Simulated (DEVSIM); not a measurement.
System: abrupt Si p-n junction, at 300 K.

```csv
layer (left to right),material,thickness (μm),Nd (cm⁻³),Na (cm⁻³),τn (s),τp (s)
1,Si,4.30,-,1.8e17,1.3e-5,1.3e-5
2,Si,1.80,6.2e15,-,1.3e-5,1.3e-5
```

Left contact: ohmic. Right contact: ohmic. Voltage is applied to the left contact. Recombination: SRH at mid-gap, radiative. Mobility is constant in doping.

This is a model device: material constants are rounded textbook-type values typed into the input, and sizes, dopings and lifetimes were drawn at random. Values at 300 K.

```
parameter           Si
-------------  -------
gap (eV)         1.124
affinity (eV)     4.05
permittivity      11.7
Nc (cm⁻³)      2.86e19
Nv (cm⁻³)       3.1e19
μn (cm²/Vs)       1417
μp (cm²/Vs)        470
B (cm³/s)      4.7e-15
```

Model (solved in DEVSIM): 1D drift-diffusion, Boltzmann statistics, complete ionisation; no tunnelling, impact ionisation, image-force lowering or self-heating.

The thickness of layer 2 was swept, all else fixed.

| thickness of layer 2 (μm) | dark forward voltage at 100 A/cm² (V) | dark forward voltage at 1 A/cm² (V) |
|---|---|---|
| 0.36 | 0.653 | 0.515 |
| 0.63 | 0.675 | 0.541 |
| 1.1 | 0.693 | 0.560 |
| 1.8 | (withheld) | (withheld) |
| 3.1 | 0.727 | 0.588 |
| 5.4 | 0.744 | 0.602 |
| 9 | 0.761 | 0.614 |

Problem. Some entries are withheld; supply them.

Solution. 
- 1.8, dark forward voltage at 100 A/cm² (V): 0.709
- 1.8, dark forward voltage at 1 A/cm² (V): 0.574
